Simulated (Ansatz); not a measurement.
Base system: Cu₃N (space group Pm-3m, No. 221; a = 3.721 Å).

All numbers come from LDA/PAW in Ansatz (a program for electronic structure), no SOC.

For the base:

The pressure is 0.0 GPa. The gap character is absent. The band gap is zero.

Now apply this change: the cell is scaled by 1.0240 in all directions, atoms relaxed at fixed cell.

### Question
Estimate the effect on the pressure, gap character, energy relative to the base and band gap.

### Answer
The pressure goes from zero to -9.0 GPa; the gap character goes from absent to indirect, R → M; the energy grows by 29 meV/atom; the band gap goes from zero to 0.20 eV.

The cells carry an imposed strain or load. No phonon test of stability was made. The final runs are not spin-polarised. The zero or small gap of Cu3N can change with the level of theory.
